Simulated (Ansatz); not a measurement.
The starting structures come from a database of crystals and need not be the phases stable at ambient conditions.

# Evanescent states of K4HgP2 (R-3m, not sure to be the ambient phase, 7 atoms a cell, 35.9 Å³ an atom) along the normal of (101)

Method: r2SCAN (plane waves, PAW; Ansatz, a first-principles code).

No gap correction and no spin-orbit coupling; mid-gap values are interpolated between computed energies.

Energies count from the valence-band top; κ is the least over a 6×4 mesh across the current.

| E (eV) | κ (1/Å) | where |
|---|---|---|
| 0.04 | 0.120 | off Γ |
| 0.12 | 0.198 | off Γ |
| 0.20 | 0.219 | off Γ |
| 0.28 | 0.234 | off Γ |
| 0.36 | 0.235 | Γ |
| 0.44 | 0.228 | Γ |
| 0.52 | 0.222 | Γ |
| 0.60 | 0.214 | Γ |
| 0.68 | 0.206 | Γ |
| 0.76 | 0.195 | Γ |
| 0.84 | 0.184 | Γ |
| 0.92 | 0.170 | Γ |
| 1.00 | 0.153 | Γ |
| 1.08 | 0.133 | Γ |
| 1.16 | 0.106 | Γ |
| 1.24 | 0.067 | Γ |

### Question
How thick must the barrier be to attenuate the transmission by 10^8 when the electrodes' Fermi level lies at 0.92 eV, and what attenuation does that film give at 0.12 eV?

### Answer
d = 8 ln 10 / (2 × 0.170) = 54.2 Å. At 0.12 eV it gives 8 × 0.198/0.170 = 9.3 decades.
